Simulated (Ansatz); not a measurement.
The starting structures come from a database of crystals and need not be the phases stable at ambient conditions.

Tunnelling through a barrier is set by its complex band structure: the current falls as exp(−2κd) with the smallest κ.

Here is the system:

```
CELL_PARAMETERS angstrom
      4.55922     0.00000     0.00000
      0.00000     8.13529     0.00000
      0.00000     0.00000    11.22344
ATOMIC_POSITIONS crystal
  Ba 0.75000 0.18928 0.91896
  Ba 0.25000 0.81072 0.08104
  Ba 0.25000 0.31072 0.41896
  Ba 0.75000 0.68928 0.58104
  H  0.75000 0.28974 0.59984
  H  0.25000 0.71026 0.40016
  H  0.25000 0.21026 0.09984
  H  0.75000 0.78974 0.90016
  I  0.25000 0.02886 0.68123
  I  0.75000 0.97114 0.31877
  I  0.75000 0.47114 0.18123
  I  0.25000 0.52886 0.81877
  O  0.75000 0.36907 0.53430
  O  0.25000 0.63093 0.46570
  O  0.25000 0.13093 0.03430
  O  0.75000 0.86907 0.96570
```

Space group of this cell: Pnma. The cell is taken as given; by r2SCAN its mean pressure is -1.3 GPa.

Transport runs along the normal of the first two printed cell vectors.

No gap correction and no spin-orbit coupling; mid-gap values are interpolated between computed energies.

Question: Estimate the band gap and the smallest decay constant κ at mid-gap that Ansatz (a first-principles code) with r2SCAN returns for this system.

Answer: Gap 4.63 eV on a 8×4×4 mesh; κ = 0.333 1/Å, at the zone centre.
